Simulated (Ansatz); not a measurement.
How far PBE and r2SCAN part for AlN, pressure 22.5 GPa

Take AlN in the wurtzite structure (space group P6_3mc, No. 186; a = 3.130 Å, c = 5.017 Å) as the base.

(Cell as relaxed with PBE.)

Levels (all Ansatz, a quantum-chemistry and plane-wave program, PAW, earlier PAW set): PBE (420 eV, spin-orbit coupling left out); r2SCAN (500 eV, spin-orbit coupling left out).

Each level relaxes its own structure.

```csv
base,PBE,r2SCAN
volume per atom,10.64 Å³,10.40 Å³
lattice parameter a,3.130 Å,3.107 Å
band gap,4.04 eV,4.87 eV
```

Perturbation: a hydrostatic pressure of 22.5 GPa.

| quantity | PBE | r2SCAN |
|---|---|---|
| band gap | 4.84 eV | 5.67 eV |
| volume per atom | 9.66 Å³ | 9.50 Å³ |
| electron mass | 0.33 mₑ (at Γ) | 0.34 mₑ (at Γ) |

PBE's band gap lies 0.83 eV below r2SCAN's; PBE's volume per atom lies 0.16 Å³ above r2SCAN's (1.6 %). Neither level is exact; r2SCAN is the comparison here, not a measurement.

Load acts through the strain it causes; cell and atoms are relaxed under it. Masses are band curvatures over ±0.01 Å⁻¹ around the edge. Whether these cells are dynamically stable was not tested. Measured, AlN leaves this structure (for rock salt) near 14 GPa (temperature not stated; as listed in Datta, Sujoy, Jana, Debnarayan, arXiv (2020)), on rising pressure, with hysteresis.
